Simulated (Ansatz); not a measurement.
Structures of equal composition on the (111) surface of fcc Ni, ferromagnetic: a layer of Fe in place of the second plane; a layer of Fe in place of the third plane. The slabs share one bottom face, and each structure is named by its start. These are constructed structures in small cells; real faces may alloy, dewet or reconstruct in larger ones, and not all known structures of the face are among them. Slabs of about 10 Å with all that they carry, Fermi-Dirac smearing of 0.1 eV. Bottom of the slabs: a bare face, its two planes held. Relaxed from the named starts with such symmetry as they have, on meshes of like density; energies extrapolated to zero smearing; no spin-orbit coupling, no U. Spin-polarised runs, if any, are marked in brackets, and their order is one that fits the cell; the others ran without spin. Where a second, spin-polarised start was run, the lower counts.

Computed with PBE (plane waves to 420 eV, PAW; Ansatz, an electronic-structure program).

**Question.** Order them by energy per 1x1 cell (lowest first) at the level PBE.

**Answer.** a layer of Fe in place of the second plane (0.000 eV [spin, 5.8 μB a cell]), a layer of Fe in place of the third plane (0.106 eV [spin, 5.8 μB a cell])
